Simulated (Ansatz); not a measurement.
# TlCl, pressure series

Take TlCl in the CsCl type structure (space group Pm-3m, No. 221) as the base.

Space group Pm-3m (No. 221); a = 3.9001 Å, b = 3.9001 Å, c = 3.9001 Å, α = 90.00°, β = 90.00°, γ = 90.00°

| atom | site | symmetry | x | y | z |
|---|---|---|---|---|---|
| Tl | 1a | m-3m | 0.0000 | 0.0000 | 0.0000 |
| Cl | 1b | m-3m | 0.5000 | 0.5000 | 0.5000 |

Cell and atoms are relaxed at each pressure.

Calculations: PBE (Ansatz, a quantum-chemistry and plane-wave program, PAW, no spin-orbit coupling).

For the base:

```
Property   Result
--------  -------
Band gap  2.20 eV
```

**Question.** The aim is a band gap between 1.47 eV and 1.62 eV. Which of these changes reaches it?
(A) pressure 4.5 GPa
(B) pressure 0.9 GPa
(C) pressure 22.5 GPa
(D) pressure 9 GPa
(E) pressure 15 GPa

**Answer.** D, pressure 9 GPa. It gives 1.56 eV; pressure 4.5 GPa gives 1.83 eV; pressure 0.9 GPa gives 2.11 eV; pressure 22.5 GPa gives 0.66 eV; pressure 15 GPa gives 1.19 eV. Changes not listed may reach it too

Spin-orbit coupling, missing from the scalar runs, can matter with Tl. Load acts through the strain it causes; cell and atoms are relaxed under it. Stability against distortions was not tested. Competing high-pressure phases were not computed.
